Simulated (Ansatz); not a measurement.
# SnSe2 (model structure, started from the CdCl2 type, R-3m, No. 166, 3 atoms in the cell): properties by level of theory

| level (code) | lattice constant a (Å) | lattice parameter c (Å) | enthalpy of formation (eV/atom) |
|---|---|---|---|
| PBE (Ansatz) | 3.870 | (withheld) | (withheld) |
| PBEsol (Ansatz) | (withheld) | 19.251 | -0.333 |
| PBE-D3(BJ) (Ansatz) | 3.833 | (withheld) | -0.340 |

**Question.** Some entries are withheld; supply them.

**Answer.** 
- PBE (Ansatz, a first-principles code), lattice parameter c (Å): 21.867
- PBE (Ansatz), enthalpy of formation (eV/atom): -0.355
- PBEsol (Ansatz), lattice constant a (Å): 3.812
- PBE-D3(BJ) (Ansatz), lattice parameter c (Å): 18.546

Ansatz's density-functional and Hartree–Fock values are scalar-relativistic unless marked +SOC, with PAW data made under PBE.

Static lattice: no zero-point or thermal effects.

A model structure was made by putting elements into a prototype or built by hand; it is no filed structure, need not be a known phase, and can be a saddle point held by its symmetry.
